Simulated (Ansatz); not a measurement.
Take WC (space group P-6m2, No. 187; a = 2.884 Å, c = 2.812 Å; relaxed with 0.1 eV smearing) as the base. Axes: x lies along a and z along c of the hexagonal cell.

Level of theory: Ansatz (a first-principles code) LDA, scalar-relativistic without spin-orbit coupling.

Base values:

Shortest interatomic distance: 2.179 Å
Band gap: zero

Now apply this change: tensor shear ε_xz = +1.14 % (engineering shear γ = 0.0228); the atoms relax in the strained cell.

Task: What happens to the stress, shortest interatomic distance, energy relative to the base and band gap?

Result: The stress (xx, yy, zz, yz, xz, xy; compression positive) comes out as (0.3, 0.2, 0.3, 0.0, -7.5, 0.0) GPa; the shortest interatomic distance decreases by 0.021 Å (2.179 Å → 2.158 Å); the energy goes up by 5.4 meV/atom; the band gap stays zero.

No phonon test of stability was made. All final runs are without spin polarisation.
